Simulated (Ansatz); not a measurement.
The starting structures come from a database of crystals and need not be the phases stable at ambient conditions.

Consider the following.

```yaml
crystal:
  lattice:
    - [5.72738, 0.00000, 0.00000]
    - [-2.86369, 9.61459, 0.00000]
    - [0.00000, 0.00000, 7.79359]
  atoms:
    - { symbol: K, position: [0.07630, 0.63244, 0.75000] }
    - { symbol: K, position: [0.44386, 0.36756, 0.25000] }
    - { symbol: Nb, position: [0.39127, 0.78196, 0.25000] }
    - { symbol: Nb, position: [0.60931, 0.21804, 0.75000] }
    - { symbol: Cu, position: [0.89333, 0.78684, 0.25000] }
    - { symbol: Cu, position: [0.10649, 0.21316, 0.75000] }
    - { symbol: Cu, position: [0.51627, 0.00000, 0.50000] }
    - { symbol: Cu, position: [0.51627, 0.00000, 0.00000] }
    - { symbol: Se, position: [0.25074, 0.99400, 0.25000] }
    - { symbol: Se, position: [0.25674, 0.00600, 0.75000] }
    - { symbol: Se, position: [0.85600, 0.21360, 0.49439] }
    - { symbol: Se, position: [0.64240, 0.78640, 0.50561] }
    - { symbol: Se, position: [0.85600, 0.21360, 0.00561] }
    - { symbol: Se, position: [0.64240, 0.78640, 0.99439] }
    - { symbol: Se, position: [0.45896, 0.42138, 0.75000] }
    - { symbol: Se, position: [0.03758, 0.57862, 0.25000] }
```

Space group of this cell: Ama2. The cell is taken as given; by r2SCAN its mean pressure is -1.5 GPa.

Transport runs along the normal of the first two printed cell vectors.

The gap is the functional's own, uncorrected, and κ follows it; spin-orbit coupling is left out. Mid-gap values are interpolated between the computed energies.

**Question.** Give the band gap and the smallest decay constant κ at mid-gap that r2SCAN in Ansatz (a program for electronic structure) yields.

**Answer.** Gap 1.62 eV on a 6×6×4 mesh; κ = 0.245 1/Å, at the zone centre.
